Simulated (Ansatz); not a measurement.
The parent structure is PbS in the zinc blende structure (space group F-43m, No. 216; a = 6.6478 Å; a hypothetical phase, not in the database extracts checked).

Now apply this change: a hydrostatic pressure of 5 GPa.

All numbers come from PBE (Ansatz, a program for electronic structure), spin-orbit coupling left out.

Base, band edges from the VBM (valence, conduction): X -0.45, 0.84; W 0.00, 2.58; L -1.88, 3.19; Γ -1.66, 2.50; K -0.32, 1.86; U -0.32, 1.86 eV.

### Question
Give the band edges at the high-symmetry points of the new zone, measured from its valence-band maximum.

### Answer
| point | valence edge (eV) | conduction edge (eV) |
|---|---|---|
| Γ | -2.07 | 2.39 |
| X | -0.57 | 0.54 |
| U | -0.41 | 1.73 |
| K | -0.41 | 1.73 |
| L | -2.14 | 3.14 |
| W | 0.00 | 2.60 |

The gap is 0.54 eV, indirect, W → X.

Spin-orbit coupling, missing from the scalar runs, can matter with Pb. Load acts through the strain it causes; cell and atoms are relaxed under it. Stability against distortions was not tested. Competing high-pressure phases were not computed.
